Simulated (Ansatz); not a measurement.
Results of r²SCAN+SOC in Ansatz (plane waves, PAW) for LaBr₃ (P6₃/m, No. 176).

Settings: plane-wave cutoff 560 eV, 6×6×8 k mesh (along the axes of the cell as run), Fermi–Dirac smearing 0.01 eV, PAW data made under PBE.

Energies at three volumes about the minimum:

```tsv
V (Å³/atom)	E − E_lowest (meV/atom)
31.209	1.21
31.846	0.00
32.483	1.01
```

Question: Fit a parabola by hand: where is the minimum, and what is the bulk modulus?

Answer: Slopes: (0.00 − 1.21)/(31.846 − 31.209) = -1.900 and (1.01 − 0.00)/(32.483 − 31.846) = 1.586 meV/Å³. Curvature E″ = 2 × (1.586 − (-1.900))/(32.483 − 31.209) = 5.473 meV/Å⁶. From the middle of the first interval, the slope vanishes at V0 = 31.5275 − (-1.900)/5.473 = 31.875 Å³/atom. B = V0 E″ = 31.875 × 5.473 meV/Å³ × 0.1602 GPa per meV/Å³ = 28.0 GPa. The full Birch–Murnaghan fit to all volumes gives V0 = 31.857 Å³/atom and B0 = 27.6 GPa.

Shape and atoms are relaxed at each volume.

Note: the bulk modulus comes from volumes at which shape and atoms were relaxed.

Ansatz is a first-principles code.
